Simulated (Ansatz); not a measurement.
## SiC: biaxial strain +2.25 %, plane normal [001], relaxed out of plane

Consider SiC (space group P6_3mc, No. 186; a = 3.094 Å, c = 10.129 Å). Axes: x lies along a and z along c of the hexagonal cell.

It is then changed as follows: tensile biaxial strain of 2.25 % in the plane normal to [001], as in epitaxy on a mismatched substrate; the out-of-plane cell vector and the atoms relax.

Level of theory: PBE (Ansatz, a quantum-chemistry and plane-wave program), no SOC. Γ-centred 12×12×4 mesh, Fermi–Dirac width 0.05 eV.

```json
[
 {"quantity": "volume per atom", "base": "10.50 Å³", "changed": "10.93 Å³", "shift": "+0.43 Å³"},
 {"quantity": "space group", "base": "P6_3mc (No. 186)", "changed": "P6_3mc (No. 186)", "shift": "–"},
 {"quantity": "shortest interatomic distance", "base": "1.893 Å", "changed": "1.902 Å", "shift": "+0.009 Å"},
 {"quantity": "pressure (mean of the normal stresses, compression positive)", "base": "0.00 GPa", "changed": "-7.90 GPa", "shift": "-7.90 GPa"},
 {"quantity": "band gap", "base": "2.22 eV", "changed": "2.09 eV", "shift": "-0.137 eV"},
 {"quantity": "gap character", "base": "indirect, Γ → M", "changed": "indirect, Γ → M", "shift": "–"},
 {"quantity": "smallest direct gap", "base": "3.34 eV", "changed": "3.28 eV", "shift": "-0.067 eV"},
 {"quantity": "width of the top valence band", "base": "2.42 eV", "changed": "2.35 eV", "shift": "-0.075 eV"},
 {"quantity": "hole mass", "base": "–", "changed": "0.22 mₑ out of plane, 1.6 mₑ in plane (at Γ)", "shift": "–"},
 {"quantity": "valence-band top at Γ (three highest levels, from the VBM)", "base": "0.00, 0.00, -0.05 eV", "changed": "0.00, -0.16, -0.16 eV", "shift": "–"},
 {"quantity": "valley order (the lowest conduction-band minima on the path, energy above the VBM, named in the base's zone)", "base": "–", "changed": "M (0, 1/2, 0) 2.09 eV; H (-1/3, -1/3, 1/2) 3.28 eV", "shift": "–"},
 {"quantity": "out-of-plane strain", "base": "–", "changed": "-0.41 %", "shift": "–"},
 {"quantity": "ratio −ε⊥/ε∥", "base": "–", "changed": "0.18", "shift": "–"},
 {"quantity": "mean in-plane stress (compression positive)", "base": "–", "changed": "-11.9 GPa", "shift": "–"}
]
```

Final structure (turned so that z lies along the plane normal):

```
CELL_PARAMETERS angstrom
      3.16376     0.00000     0.00000
      1.58188     2.73990     0.00000
      0.00000     0.00000    10.08760
ATOMIC_POSITIONS crystal
  Si 0.00000 0.00000 0.50092
  Si 0.00000 0.00000 0.00092
  Si 0.33333 0.33333 0.25081
  Si 0.66667 0.66667 0.75081
  C  0.00000 0.00000 0.31233
  C  0.00000 0.00000 0.81233
  C  0.33333 0.33333 0.06157
  C  0.66667 0.66667 0.56157
```

Masses are band curvatures over ±0.01 Å⁻¹ around the edge. No phonon test of stability was made.
